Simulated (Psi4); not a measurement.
Psi4 1.11, B3LYP/def2-tzvp: Zr(F)4 ([F][Zr]([F])([F])[F]), 5 atoms. The geometry is a generated start, not checked to be a minimum at this level.

* **task**: energy
* **method**: b3lyp
* **basis**: def2-tzvp
* **memory**: 3 GB
* **maxiter**: 100
* **keys of the molecule block**: symmetry c1
* **scf_type**: df (default)
* **e_convergence**: 1e-06 (default)
* **d_convergence**: 1e-06 (default)
* **dft_radial_points**: 75 (default)
* **dft_spherical_points**: 302 (default)
* **effective core potentials**: those of the basis set, past Kr
* **basis functions**: 164
* **grid points**: 109826

```xyz
5

Zr     0.0000     0.0001    -0.0001
F      1.2091     0.8661    -1.0878
F      0.8980    -1.1604     1.1145
F     -1.1930    -0.9454    -1.0384
F     -0.9141     1.2395     1.0117
```

Charge 0 and multiplicity 1 are set for this test and not shown to be the ground state.

With the defaults (diis = true, scf_initial_accelerator = adiis, damping_percentage = 0, guess = auto, which took SAD, soscf = false, soscf_start_convergence = 0.01, level_shift = 0, level_shift_cutoff = 0.01, diis_max_vecs = 10) it converges in 8 SCF iterations. One run each on 2 threads, with these changes:
- damping_percentage = 60
- guess = sapgau
- diis_max_vecs = 20
- guess = gwh
- soscf = true, soscf_start_convergence = 0.1
- guess = core
- level_shift = 0.5, level_shift_cutoff = 0.001
- diis_max_vecs = 6
- diis = false, scf_initial_accelerator = none, damping_percentage = 60

Problem. Which of these changes keep the SCF from converging, or lead it to another solution?

Solution. No convergence: diis = false, scf_initial_accelerator = none, damping_percentage = 60 (the run ends without SCF convergence in 100 iterations). The rest reach the solution of the defaults.

| setting | SCF iterations | JK calls | end |
|---|---|---|---|
| soscf = true, soscf_start_convergence = 0.1 | 6 | 22 | same solution |
| the defaults | 8 | 9 | same solution |
| level_shift = 0.5, level_shift_cutoff = 0.001 | 8 | 9 | same solution |
| diis_max_vecs = 20 | 8 | 9 | same solution |
| diis_max_vecs = 6 | 8 | 9 | same solution |
| guess = gwh | 10 | 10 | same solution |
| guess = core | 11 | 11 | same solution |
| guess = sapgau | 13 | 13 | same solution |
| damping_percentage = 60 | 100 | 101 | same solution |
| diis = false, scf_initial_accelerator = none, damping_percentage = 60 | 100 | 101 | no convergence |

An SOSCF iteration holds several JK calls; a Hückel guess adds calls on atoms.
